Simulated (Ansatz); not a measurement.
Worked example: self-consistent single point of TaS₃ (P2_1/m, 24 atoms in the cell) in Ansatz (a program for electronic structure).

Method: LDA (PW92), harder PAW files (source: ansatz) made with PBE (plane waves; Ansatz).

```
CELL_PARAMETERS angstrom
      9.62537     0.00000     0.00000
      0.00000     3.37996     0.00000
     -4.46848     0.00000    14.17614
ATOMIC_POSITIONS crystal
  S  0.96100 0.75000 0.40570
  S  0.03900 0.25000 0.59430
  Ta 0.52244 0.75000 0.88091
  Ta 0.47756 0.25000 0.11909
  S  0.90200 0.75000 0.72350
  S  0.09800 0.25000 0.27650
  S  0.32710 0.75000 0.56910
  S  0.67290 0.25000 0.43090
  Ta 0.89687 0.75000 0.20189
  Ta 0.10313 0.25000 0.79811
  S  0.27220 0.75000 0.10290
  S  0.72780 0.25000 0.89710
  S  0.62830 0.75000 0.06340
  S  0.37170 0.25000 0.93660
  S  0.43670 0.75000 0.23600
  S  0.56330 0.25000 0.76400
  S  0.26970 0.75000 0.75350
  S  0.73030 0.25000 0.24650
  S  0.34190 0.75000 0.43150
  S  0.65810 0.25000 0.56850
  S  0.08190 0.75000 0.91630
  S  0.91810 0.25000 0.08370
  Ta 0.83825 0.75000 0.54089
  Ta 0.16175 0.25000 0.45911
```

Reference input (self-consistent single point, DFT, LDA (PW92), plane waves, default PAW files made with PBE): basis.ecutwfc = 420 eV; kpoints.mp_grid.grid = 3 8 2; kpoints.mp_grid.shift = 0.5 0.5 0.5; hamiltonian.xc = lda; hamiltonian.pseudopotentials = {kind: paw} (the program's default PAW files); scf.occupations.method = cold; scf.occupations.width = 0.2 eV. This run's input differs from it in these lines:

Ansatz 0.2 input:
```diff
@@ -31,4 +31,2 @@
     - { symbol: Ta, position: [0.161750, 0.250000, 0.459110] }
-basis:
-  ecutwfc: 420.0
 kpoints:
@@ -37,3 +35,3 @@
   xc: lda
-  pseudopotentials: { kind: paw }
+  pseudopotentials: { kind: paw, source: ansatz }
 scf:
```

Output (repeated stretches shortened):

```
SCF iter   1: F=—  HF=-114888.367285 eV  |F-HF|=—  |Δ(HF+E_count)|=         —  Δρ=1.11e-1  dr2=2.82e2  ethr=3.10e-3  ⟨swp⟩=6.6  Hψ=7608  notcnv=0
all-band conjugate gradients solve this SCF's bands
preconditioner: auto → Kerker (q_TF=auto, 2.495 Å⁻¹)
SCF iter   2: F=—  HF=-114868.169025 eV  |F-HF|=—  |Δ(HF+E_count)|=    2.02e1  S|Δr|=    0.00e0  Δρ=5.46e-2  dr2=8.80e1  ethr=3.10e-3  ⟨swp⟩=3.0  Hψ=3908  notcnv=0  defer=176
   [... lines left out ...]
SCF iter  11: F=—  HF=-114856.836675 eV  |F-HF|=—  |Δ(HF+E_count)|=   9.91e-4  S|Δr|=    0.00e0  Δρ=1.84e-5  dr2=2.74e-6  ethr=1.57e-8  ⟨swp⟩=2.0  Hψ=3501  notcnv=0  defer=219
SCF iter  12: F=—  HF=-114856.836675 eV  |F-HF|=—  |Δ(HF+E_count)|=   3.16e-7  S|Δr|=    0.00e0  Δρ=8.59e-6  dr2=4.49e-7  ethr=1.02e-9  ⟨swp⟩=2.0  Hψ=3296  notcnv=0  defer=219
SCF iter  13: F=-114856.836675 eV  HF=-114856.836675 eV  |F-HF|=1.11e-9  |Δ(HF+E_count)|=   1.03e-7  S|Δr|=    0.00e0  Δρ=3.23e-6  dr2=6.34e-8  ethr=3.70e-11  ⟨swp⟩=14.2  Hψ=10428  notcnv=0
SCF 1 converged in 13 iterations: F = -114856.836675 eV  dr2 = 6.34e-8
Stability not checked (fill_not_monotonic)
Free energy (F): -114856.836675 eV
Internal energy: -114856.849569 eV  (E = F + TS)
E sigma→0 (E₀):  -114856.840973 eV
Entropy (-TS):   0.012894 eV (0.537 meV/atom)
Fermi energy:    10.474730 eV
--- Forces (eV/Å), atoms counted from 1 ---
  atom   1  S      0.33816234     0.00000000     0.25762859
  atom   2  S     -0.33816234    -0.00000000    -0.25762859
  atom   3  Ta     0.00387831     0.00000000    -0.02149296
  atom   4  Ta    -0.00387831    -0.00000000     0.02149296
   [... lines left out ...]
  atom  24  Ta     0.02618418     0.00000000    -0.04027568
--- Stress (GPa, compression-positive) ---
       -7.458102      -0.000000      -0.147450
       -0.000000      -8.539100      -0.000000
       -0.147450      -0.000000      -8.029187
  P = ⅓ Tr σ = -8.0088 GPa (-80.088 kbar)
  The stress holds the Pulay correction. Without it, at fixed plane waves, as pw.x and ABINIT print it: P = -8.0295 GPa
```

The run converged in 13 iterations. Against the reference run the pressure hardly changes (-8.08 to -8.01 GPa) and the largest force moves little (0.666 to 0.660 eV/Å). The full log also holds: “WARN basis.ecutwfc = 520 eV, the default”.

The starting cell comes from a database of published, mostly measured structures (it also holds non-ambient and calculated ones), without a prior relaxation at this level. Its lattice was rescaled by a random factor within 2.5 % of one. Spin polarisation is off. With a pressure of about -8 GPa the cell is away from its equilibrium volume at this level. Ansatz's pressure includes its estimate of the finite-basis (Pulay) stress.

Cost on one core of a shared machine: roughly 80 s.
